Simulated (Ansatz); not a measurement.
The reference is NaCl in the rock salt structure (space group Fm-3m, No. 225; a = 5.601 Å).

Calculations: PBEsol (Ansatz, an electronic-structure program, PAW, spin-orbit coupling left out).

Base values:

- Electron mass: 0.39 mₑ (at Γ)
- Width of the top valence band: 0.80 eV
- Density: 2.21 g/cm³

Now apply this change: cell and atoms relaxed at a pressure of 7 GPa.

### Question
What does the calculation give for the electron mass, width of the top valence band and density after the change?

### Answer
The electron mass changes from 0.39 mₑ (at Γ) to 0.37 mₑ (at Γ); the width of the top valence band goes up by 0.28 eV (0.80 eV → 1.08 eV); the density rises by 0.43 g/cm³ to 2.64 g/cm³.

The levels and masses belong to the bands next to the band gap. Load acts through the strain it causes; cell and atoms are relaxed under it. Masses are band curvatures over ±0.01 Å⁻¹ around the edge. No phonon test of stability was made. Competing high-pressure phases were not computed.
